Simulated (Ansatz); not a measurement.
The parent structure is TaN in the rock salt structure (space group Fm-3m, No. 225; a = 4.417 Å).

Level of theory: plane-wave PAW DFT at the PBE level (Ansatz, a quantum-chemistry and plane-wave program, 420 eV), without spin-orbit coupling.

One change was made to it. Results:

```csv
quantity,base,after
shortest interatomic distance,2.209 Å,2.193 Å
density,15.03 g/cm³,15.36 g/cm³
```

Q: Which of these changes matches the shifts?
A. pressure 7.5 GPa
B. pressure −2 GPa
C. pressure −1 GPa
D. pressure 3 GPa

A: A, pressure 7.5 GPa. For comparison, the shortest interatomic distance in the other runs: pressure 3 GPa gives 2.202 Å; pressure −2 GPa gives 2.213 Å; pressure −1 GPa gives 2.211 Å.

Load acts through the strain it causes; cell and atoms are relaxed under it. Whether these cells are dynamically stable was not tested. No other phases were tried under pressure. All final runs are without spin polarisation. This is not the structure that TaN has at room temperature and ambient pressure.
